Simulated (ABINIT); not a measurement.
## Pressure against volume in zinc-blende CdTe (space group 216) (ABINIT, PBEsol)

```
CELL_PARAMETERS angstrom
      0.00000     3.14593     3.14593
      3.14593     0.00000     3.14593
      3.14593     3.14593     0.00000
ATOMIC_POSITIONS crystal
  Cd 0.00000 0.00000 0.00000
  Te 0.75000 0.75000 0.75000
```

Method: PBEsol, norm-conserving pseudopotentials (PseudoDojo nc-sr-04 PBEsol standard) (plane waves; ABINIT). Settings: pseudos = [Cd.upf, Te.upf]; ecut = 66 Ha; ixc = -116133; occopt = 3; tsmear = 0.01 eV; ngkpt = 9 9 9; nshiftk = 1; shiftk = 0 0 0; potentials = PseudoDojo nc-sr-04 PBEsol standard; nband = 24; kptopt = 1; nstep = 100; tolvrs = 1e-10. The cell above is the first row's. The rows scale it uniformly. In all rows fractional positions and the k mesh are held.

```
V (Å^3/atom)  P (GPa)
------------  -------
31.1348             ?
31.8116          3.49
32.4885          2.34
33.1653          1.31
33.8422          0.39
34.5190         -0.42
35.1958         -1.15
35.8727         -1.80
```

**Question.** Using a cubic, estimate the missing P at V = 31.1348 from the other rows, showing the fit.

**Answer.** With u = V - 33.8, the rows have u = -1.9884, -1.3115, -0.6347, 0.0422, 0.7190, 1.3958, 2.0727. Least squares gives P = 0.447 - 1.2862·u + 0.1104·u² - 0.00626·u³. Residuals (row less fit): 0.000, 0.002, 0.001, -0.003, 0.003, 0.000, 0.000; standard error 0.003 (degrees of freedom: 3). The fitted pressure is zero at V0 = 34.16, where dP/dV = -1.209, so B0 = -V0·dP/dV = 41.3 GPa. At the withheld row, u = -2.6652, so P = 0.447 - 1.2862 × (-2.6652) + 0.1104 × (-2.6652)² - 0.00626 × (-2.6652)³ = 4.778 GPa. The calculation gives 4.79 GPa, 0.012 GPa above the prediction (0.2 % of the range of P in the table). The row lies outside the fitted rows, so this is an extrapolation. From the scatter of the fitted rows alone, a prediction at this place has a standard error of 0.008 GPa, so the miss is 1.4 times that.

Carrying the step between the two nearest rows on in a straight line would have given 4.64, off by 0.15; series whose last step already gives the withheld value aren't shown. The scan was laid around a cell of about the measured size, scaled by a guess for this functional. The runs keep the symmetry of the cell, so they don't test it for distortions. The PBEsol file for Te was generated anew from PseudoDojo's inputs, some of which were changed. Spin-orbit coupling is off. 1 of the planned runs didn't end soundly and are left out. Cutoffs and mesh are single choices, not tested for convergence of this quantity. Series with a scatter that would blur these digits, or in which a gap closes, are not shown.
